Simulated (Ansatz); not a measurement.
**Hypothetical rock salt FeGe, pressure series**

Start from FeGe in the rock salt structure (space group Fm-3m, No. 225; a = 4.946 Å; ferromagnetic; a hypothetical phase, not in the database extracts checked).

Cell and atoms are relaxed at each pressure.

The values are results of PBE (Ansatz, a first-principles code, PAW, no SOC), earlier PAW set, not measurements.

Notes on the quantities. enthalpy: H = E + PV relative to the base's energy.

```json
[
 {"variant": "base", "enthalpy": "–", "volume per atom": "15.12 Å³", "magnetic state": "ferromagnetic"},
 {"variant": "pressure −2 GPa", "enthalpy": "-0.19 eV/atom", "volume per atom": "15.53 Å³", "magnetic state": "ferromagnetic"},
 {"variant": "pressure −1 GPa", "enthalpy": "-0.10 eV/atom", "volume per atom": "15.32 Å³", "magnetic state": "ferromagnetic"},
 {"variant": "pressure 1.8 GPa", "enthalpy": "+0.17 eV/atom", "volume per atom": "14.79 Å³", "magnetic state": "ferromagnetic"},
 {"variant": "pressure 4.2 GPa", "enthalpy": "+0.39 eV/atom", "volume per atom": "14.41 Å³", "magnetic state": "ferromagnetic"},
 {"variant": "pressure 9 GPa", "enthalpy": "+0.80 eV/atom", "volume per atom": "13.58 Å³", "magnetic state": "ferromagnetic"},
 {"variant": "pressure 18 GPa", "enthalpy": "+1.54 eV/atom", "volume per atom": "12.88 Å³", "magnetic state": "ferromagnetic"},
 {"variant": "pressure 30 GPa", "enthalpy": "+2.46 eV/atom", "volume per atom": "11.99 Å³", "magnetic state": "non-magnetic"},
 {"variant": "pressure 45 GPa", "enthalpy": "+3.56 eV/atom", "volume per atom": "?", "magnetic state": "non-magnetic"},
 {"variant": "pressure 60 GPa", "enthalpy": "+4.60 eV/atom", "volume per atom": "10.93 Å³", "magnetic state": "non-magnetic"}
]
```

### Question
What belongs in the blanks?

### Answer

- pressure 45 GPa, volume per atom: 11.40 Å³

Other magnetic orders, which the real material may have, were not ruled out. Load acts through the strain it causes; cell and atoms are relaxed under it. Stability against distortions was not tested. No other phases were tried under pressure. Seeded moments were not kept for pressure 9 GPa, pressure 30 GPa, pressure 45 GPa and pressure 60 GPa.
